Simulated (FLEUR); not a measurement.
Band structure of Ce (Fm-3m, 1 atom in the cell).

```
CELL_PARAMETERS angstrom
      0.00000     2.35958     2.35958
      2.35958     0.00000     2.35958
      2.35958     2.35958     0.00000
ATOMIC_POSITIONS crystal
  Ce 0.00000 0.00000 0.00000
```

Method: PBE, all-electron FLAPW (FLEUR), scalar-relativistic valence in FLEUR.

Settings: Kmax = 3.8 1/bohr; GmaxXC = 11.4 1/bohr; xcFunctional = pbe; jspins = 1; l_soc = F; mode = hist; fermiSmearingEnergy = 0.00183747 Htr; mesh (inpgen div1-3) = 12 12 12; inpgen gamma flag = true; Gmax = 11.4 1/bohr; numbands = 0; maxIterBroyd = 25; imix = Anderson; alpha = 0.05.

The starting cell comes from a database of computed structures (which also holds hypothetical and non-ambient phases and stackings), without a prior relaxation at this level. Its lattice was rescaled by a random factor within 2.5 % of one. Spin-orbit coupling is off. Spin polarisation is off. The f electrons are in the valence without U or exact exchange, which can misplace them near the Fermi level. Spin-orbit terms, which matter for f shells, are left out. Values depend on the basis (sphere radii, cutoffs, local orbitals), which need not be converged.

Levels in eV from the Fermi level, bands 3 to 9:
```json
[
 {"point": "Γ", "3": "-15.93", "4": "-15.93", "5": "-2.89", "6": "-0.24", "7": "0.36", "8": "0.36", "9": "0.36"},
 {"point": "X", "3": "-16.97", "4": "-16.97", "5": "-2.93", "6": "-2.27", "7": "0.51", "8": "0.61", "9": "0.61"},
 {"point": "W", "3": "-17.88", "4": "-17.08", "5": "-1.23", "6": "0.02", "7": "0.02", "8": "0.20", "9": "0.67"},
 {"point": "K", "3": "-17.69", "4": "-16.75", "5": "-2.13", "6": "-0.44", "7": "0.47", "8": "0.55", "9": "0.55"},
 {"point": "L", "3": "-16.29", "4": "-16.29", "5": "-2.12", "6": "-0.15", "7": "0.45", "8": "0.45", "9": "0.73"},
 {"point": "U", "3": "-17.69", "4": "-16.75", "5": "-2.13", "6": "-0.44", "7": "0.47", "8": "0.55", "9": "0.55"}
]
```
